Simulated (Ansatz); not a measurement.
The parent structure is Pt in the fcc (Cu type) structure (space group Fm-3m, No. 225; a = 3.970 Å).

(Cell as relaxed with PBE.)

Levels (all Ansatz, an electronic-structure program, PAW): PBE (420 eV, spin-orbit coupling left out); r2SCAN (500 eV, no SOC).

Each level relaxes its own structure.

```json
[
 {"base": "volume per atom", "PBE": "15.65 Å³", "r2SCAN": "15.29 Å³"},
 {"base": "lattice parameter a", "PBE": "3.970 Å", "r2SCAN": "3.940 Å"},
 {"base": "band gap", "PBE": "zero", "r2SCAN": "zero"}
]
```

The change: a hydrostatic pressure of 30 GPa.

| quantity | PBE | r2SCAN |
|---|---|---|
| band gap | zero | ___ |
| lattice parameter a | 3.848 Å | ___ |

### Question
What does r2SCAN give?

### Answer

- band gap, r2SCAN: zero
- lattice parameter a, r2SCAN: 3.827 Å

PBE's lattice parameter a lies 0.021 Å above r2SCAN's (0.5 %); the two agree on the band gap. Neither level is exact; r2SCAN is the comparison here, not a measurement.

Load acts through the strain it causes; cell and atoms are relaxed under it. Stability against distortions was not tested. Competing high-pressure phases were not computed. The final runs are not spin-polarised.
